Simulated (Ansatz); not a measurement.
Take Tl in the hcp (Mg type) structure (space group P6_3/mmc, No. 194; a = 3.476 Å, c = 5.472 Å; relaxed with 0.1 eV smearing) as the base.

All numbers come from PBEsol (Ansatz, a quantum-chemistry and plane-wave program), no spin-orbit coupling.

Strains are applied to the cell and any free atomic positions relax.

One change was made to it. Results:

| quantity | base | after |
|---|---|---|
| energy relative to the base (free energy F) | 0 meV/atom | +23 meV/atom |
| pressure (mean of the normal stresses, compression positive) | 0.0 GPa | -2.5 GPa |
| band gap | zero | zero |

**Question.** Which of these changes matches the shifts?
A. isotropic strain −1.50 %
B. isotropic strain +3.00 %
C. isotropic strain +1.50 %
D. isotropic strain +0.50 %
E. isotropic strain +1.00 %

**Answer.** B, isotropic strain +3.00 %. For comparison, the energy relative to the base in the other runs: isotropic strain −1.50 % gives +7.0 meV/atom; isotropic strain +1.50 % gives +6.1 meV/atom; isotropic strain +0.50 % gives +0.7 meV/atom; isotropic strain +1.00 % gives +2.8 meV/atom.

Stability against distortions was not tested.
